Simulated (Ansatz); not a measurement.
Here is the system:

End structure of a constructed model of the (110) surface of bcc Nb, a layer of Cu in place of the third plane (bottom of the slab: a bare face, its two planes held):

```yaml
crystal:
  lattice:
    - [2.86732, 0.00000, 0.00000]
    - [-0.95577, 2.70334, 0.00000]
    - [0.00000, 0.00000, 27.50000]
  atoms:
    - { symbol: Nb, position: [0.50000, 0.50000, 0.29415] }
    - { symbol: Nb, position: [0.00000, 0.00000, 0.37928] }
    - { symbol: Nb, position: [0.50000, 0.50000, 0.46318] }
    - { symbol: Cu, position: [0.00000, 0.00000, 0.54004] }
    - { symbol: Nb, position: [0.50000, 0.50000, 0.61680] }
    - { symbol: Nb, position: [0.00000, 0.00000, 0.69644] }
```

Set-up: 6 atoms, 11.3 Å thick at the start; mesh 14x14x1; 0.1 eV smearing; dipole correction on; 2 atoms held, the rest relaxed; start symmetry kept, larger cells not searched; no spin, no spin-orbit, no U. In PBE it is, or lies within 0.01 eV a 1x1 cell of, the lowest of the 2 structures of its composition computed so far; larger cells were not tried.

Task: Give the work function of the top face at the level PBE (Ansatz, a program for electronic structure).

Result: 4.50 eV
